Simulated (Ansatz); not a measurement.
Start from Al in the fcc (Cu type) structure (space group Fm-3m, No. 225; a = 3.992 Å; relaxed with 0.1 eV smearing). Axes: x, y, z lie along the cube axes.

Structures relaxed with r2SCAN in Ansatz (plane waves to 500 eV, PAW, no spin-orbit coupling), earlier PAW set.

Base:

Simulated powder pattern, Cu Kα1, λ = 1.54056 Å (kinematic, ideal powder, no thermal factors, no anomalous dispersion; the 8 strongest lines at most, above 2 %, up to 2θ = 90°):

| 2θ (°) | I/Imax (%) | hkl |
|---|---|---|
| 39.05 | 100 | (111) |
| 45.40 | 48 | (200) |
| 66.15 | 30 | (220) |
| 79.57 | 35 | (311) |
| 83.88 | 10 | (222) |

Now apply this change: the symmetric strain tensor [-0.0119 -0.0051 0.0013; -0.0051 0.0086 0.0100; 0.0013 0.0100 0.0092], atoms relaxed at fixed cell.

After the change:

Simulated powder pattern, Cu Kα1, λ = 1.54056 Å (kinematic, ideal powder, no thermal factors, no anomalous dispersion; the 8 strongest lines at most, above 2 %, up to 2θ = 90°):

| 2θ (°) | I/Imax (%) | hkl |
|---|---|---|
| 38.61 | 100 | (-1 1 1) |
| 38.81 | 99 | (111) |
| 39.06 | 97 | (1 -1 1) |
| 39.42 | 94 | (1 1 -1) |
| 44.97 | 64 | (002) |
| 45.00 | 64 | (020) |
| 45.98 | 60 | (200) |
| 64.77 | 21 | (022) |

The indices refer to the base's conventional cell; one index is shown for lines that coincide. The space group is now P-1 (No. 2).

Whether these cells are dynamically stable was not tested.

Ansatz is an electronic-structure program.
